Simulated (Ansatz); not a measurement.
## Effect of biaxial strain −2.00 %, plane normal [001], relaxed out of plane on ZrC

Consider ZrC in the rock salt structure (space group Fm-3m, No. 225; a = 4.669 Å; relaxed with 0.1 eV smearing). Axes: x, y, z lie along the cube axes.

One thing is altered: biaxial strain −2.00 %, plane normal [001], relaxed out of plane (Cartesian); in-plane vectors clamped, the third vector and the atoms free.

Calculations: PBEsol/PAW in Ansatz (a program for electronic structure), without spin-orbit coupling. Γ-centred 21×21×21 mesh, Fermi–Dirac width 0.1 eV.

```csv
quantity,base,changed,shift
volume per atom,12.72 Å³,12.33 Å³,-0.396 Å³
space group,Fm-3m (No. 225),I4/mmm (No. 139),–
energy relative to the base (free energy F),0 meV/atom,+19 meV/atom,+19 meV/atom
"pressure (mean of the normal stresses, compression positive)",0.0 GPa,8.4 GPa,+8.4 GPa
band gap,zero,zero,–
out-of-plane strain,–,+0.88 %,–
ratio −ε⊥/ε∥,–,0.44,–
mean in-plane stress (compression positive),–,+12.5 GPa,–
```

Cost of the whole job for the changed cell (relaxation, final SCF and bands): around 50 core-seconds (rough).

Stability against distortions was not tested. The final runs are not spin-polarised.
